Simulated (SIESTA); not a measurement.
Band structure of GaTc (P-6m2, 2 atoms in the cell).

```
CELL_PARAMETERS angstrom
      2.83371     0.00000     0.00000
     -1.41686     2.45407     0.00000
      0.00000     0.00000     4.04042
ATOMIC_POSITIONS crystal
  Ga 0.66667 0.33333 0.50000
  Tc 0.33333 0.66667 0.00000
```

Level of theory: SIESTA with GGA PBEsol, numerical atomic orbitals DZP, PseudoDojo PBEsol standard norm-conserving potentials (rewritten from UPF to PSML).

Settings: XC.functional = GGA; XC.authors = PBEsol; potentials = PseudoDojo PBEsol standard; PAO.BasisSize = DZP; PAO.EnergyShift = 0.005 Ry; MeshCutoff = 400 Ry; kgrid.MonkhorstPack = 11 11 7; OccupationFunction = FD; ElectronicTemperature = 1578.21 K; MaxSCFIterations = 150; SCF.Mixer.Method = Pulay; SCF.Mixer.Weight = 0.2; SCF.Mixer.History = 6; SCF.DM.Tolerance = 1.0E-05.

The starting cell comes from a database of computed structures (which also holds hypothetical and non-ambient phases and stackings), without a prior relaxation at this level. Its lattice was rescaled by a random factor within 2.5 % of one. Spin polarisation is off. Values carry the incompleteness of an atom-centred basis.

Levels in eV from the Fermi level, bands 11 to 16:
```json
[
 {"point": "Γ", "11": "-4.11", "12": "-1.34", "13": "-1.34", "14": "-1.02", "15": "0.80", "16": "0.80"},
 {"point": "M", "11": "-4.33", "12": "-3.95", "13": "-3.28", "14": "0.11", "15": "2.59", "16": "4.04"},
 {"point": "K", "11": "-3.76", "12": "-3.13", "13": "-2.96", "14": "-1.84", "15": "1.26", "16": "1.47"},
 {"point": "A", "11": "-6.53", "12": "-2.27", "13": "-1.19", "14": "-1.19", "15": "0.59", "16": "0.59"},
 {"point": "L", "11": "-4.46", "12": "-3.16", "13": "-0.74", "14": "-0.49", "15": "0.75", "16": "2.60"},
 {"point": "H", "11": "-4.25", "12": "-2.80", "13": "-1.66", "14": "-0.69", "15": "-0.07", "16": "4.24"}
]
```

Bands cross the Fermi level along this path, so the cell is metallic at this level.

Higher empty bands are left out: an atom-centred basis made for the valence describes them poorly.
